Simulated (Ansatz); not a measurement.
Consider CdTe in the zinc blende structure (space group F-43m, No. 216; a = 6.489 Å).

Structures relaxed with Kohn–Sham DFT with the PBEsol functional, run in Ansatz (a quantum-chemistry and plane-wave program) with PAW and 420 eV plane waves, spin-orbit coupling left out.

Base:

Simulated powder pattern, Cu Kα1, λ = 1.54056 Å (kinematic, ideal powder, no thermal factors, no anomalous dispersion; the 8 strongest lines at most, above 2 %, up to 2θ = 90°):

```json
[
 {"2θ (°)": "23.73", "I/Imax (%)": "100", "hkl": "(111)"},
 {"2θ (°)": "39.24", "I/Imax (%)": "79", "hkl": "(220)"},
 {"2θ (°)": "46.37", "I/Imax (%)": "49", "hkl": "(311)"},
 {"2θ (°)": "56.70", "I/Imax (%)": "13", "hkl": "(400)"},
 {"2θ (°)": "62.32", "I/Imax (%)": "20", "hkl": "(331)"},
 {"2θ (°)": "71.12", "I/Imax (%)": "26", "hkl": "(422)"},
 {"2θ (°)": "76.17", "I/Imax (%)": "14", "hkl": "(333)"},
 {"2θ (°)": "89.22", "I/Imax (%)": "15", "hkl": "(531)"}
]
```

After one change:

Simulated powder pattern, Cu Kα1, λ = 1.54056 Å (kinematic, ideal powder, no thermal factors, no anomalous dispersion; the 8 strongest lines at most, above 2 %, up to 2θ = 90°):

```csv
2θ (°),I/Imax (%)
25.53,100
42.30,76
50.06,46
61.37,12
67.57,18
77.36,25
83.04,14
```

Name the change that was made.
A. pressure −2 GPa
B. pressure 15 GPa
C. pressure 2.1 GPa
D. pressure 30 GPa

B, pressure 15 GPa. Its volume per atom is 27.52 Å³ against 34.15 Å³, and its space group is F-43m (No. 216).

Load acts through the strain it causes; cell and atoms are relaxed under it. No phonon test of stability was made. Measured, CdTe leaves this structure (for cinnabar) near 3.53 GPa (temperature not stated; as listed in Datta, Sujoy, Jana, Debnarayan, arXiv (2020)), on rising pressure, with hysteresis.
